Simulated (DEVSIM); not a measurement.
System: Si p+/n-/n+ power diode, at 250 K.

Layer 1 from the left is Si, thickness (μm) 0.830, Na (cm⁻³) 6.4e18, τn (s) 1.4e-6, τp (s) 1.4e-6. Layer 2 from the left is Si, thickness (μm) 19.0, Nd (cm⁻³) 5.1e14, τn (s) 1.4e-6, τp (s) 1.4e-6. Layer 3 from the left is Si, thickness (μm) 4.10, Nd (cm⁻³) 3.5e18, τn (s) 1.4e-6, τp (s) 4.2e-8.

Left contact: ohmic. Right contact: ohmic. Voltage is applied to the left contact. Recombination: SRH at mid-gap, radiative. Mobility is μmin + (μ − μmin)/(1 + (N/Nref)^α).

This is a model device: material constants are rounded textbook-type values typed into the input, and sizes, dopings and lifetimes were drawn at random. Values at 300 K; Nc and Nv go as T^1.5, mobilities as T to minus their exponent, the gap by Varshni's rule with the affinity fixed.

Si: gap (eV) 1.124, affinity (eV) 4.05, permittivity 11.7, Nc (cm⁻³) 2.86e19, Nv (cm⁻³) 3.1e19, μn (cm²/Vs) 1417, μp (cm²/Vs) 470, μn,min 52, μp,min 45, Nref,n 9.7e16, Nref,p 2.2e17, αn 0.68, αp 0.72, T exponent of μn 2.3, T exponent of μp 2.2, B (cm³/s) 4.7e-15, Varshni α (eV/K) 0.000473, Varshni β (K) 636.

DEVSIM, 1D drift-diffusion, Boltzmann statistics, complete ionisation; no tunnelling, impact ionisation, image-force lowering or self-heating.

Problem. What does the simulation give for the dark forward voltage at 100 A/cm², the potential step across the device at zero bias, the dark forward voltage at 1 A/cm²?

Solution. dark forward voltage at 100 A/cm² 0.939 V; potential step across the device at zero bias 1.069 V; dark forward voltage at 1 A/cm² 0.796 V.
